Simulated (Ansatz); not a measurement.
The parent structure is Pd in the fcc (Cu type) structure (space group Fm-3m, No. 225; a = 3.878 Å; relaxed with 0.1 eV smearing). Axes: x, y, z lie along the cube axes.

All numbers come from PBEsol/PAW in Ansatz (a program for electronic structure), no SOC.

Before the change:

Volume per atom: 14.58 Å³

The change: compressive biaxial strain of 1.25 % in the plane normal to [111], as in epitaxy on a mismatched substrate; the out-of-plane cell vector and the atoms relax.

Problem. What happens to the in-plane stress, energy relative to the base and volume per atom?

Solution. The mean in-plane stress (compression positive) is +4.5 GPa; the energy increases by 5.0 meV/atom; the volume per atom decreases by 0.20 Å³, from 14.58 Å³ to 14.38 Å³.

No phonon test of stability was made. All final runs are without spin polarisation.
